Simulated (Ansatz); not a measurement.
## A computed series for BAs: response to strain

Base system: BAs in the zinc blende structure (space group F-43m, No. 216; a = 4.784 Å).

Strains are applied to the cell and any free atomic positions relax.

Level of theory: r2SCAN/PAW in Ansatz (a first-principles code), no spin-orbit coupling.

| case | smallest direct gap | pressure | shortest interatomic distance | electron mass |
|---|---|---|---|---|
| base | 3.44 eV | 0.0 kbar | 2.071 Å | 1.1 mₑ along k, 0.21 mₑ across (off the special points) |
| isotropic strain −3.00 % | 3.55 eV | 154.8 kbar | 2.009 Å | 1.1 mₑ along k, 0.20 mₑ across (off the special points) |
| isotropic strain −2.50 % | 3.53 eV | … | 2.020 Å | 1.1 mₑ along k, 0.20 mₑ across (off the special points) |
| isotropic strain −2.00 % | 3.51 eV | 96.5 kbar | 2.030 Å | 1.1 mₑ along k, 0.20 mₑ across (off the special points) |
| isotropic strain −1.50 % | 3.49 eV | … | 2.040 Å | 1.1 mₑ along k, 0.21 mₑ across (off the special points) |
| isotropic strain −1.00 % | … | 45.2 kbar | 2.051 Å | 1.0 mₑ along k, 0.21 mₑ across (off the special points) |
| isotropic strain −0.50 % | 3.45 eV | … | 2.061 Å | 1.0 mₑ along k, 0.21 mₑ across (off the special points) |

Task: Some entries are withheld; estimate them.

Result: 
- isotropic strain −2.50 %, pressure: 124.8 kbar
- isotropic strain −1.50 %, pressure: 70.0 kbar
- isotropic strain −1.00 %, smallest direct gap: 3.47 eV
- isotropic strain −0.50 %, pressure: 21.9 kbar

Masses are band curvatures over ±0.01 Å⁻¹ around the edge. Along k means along the line from Γ to the band edge. Stability against distortions was not tested.
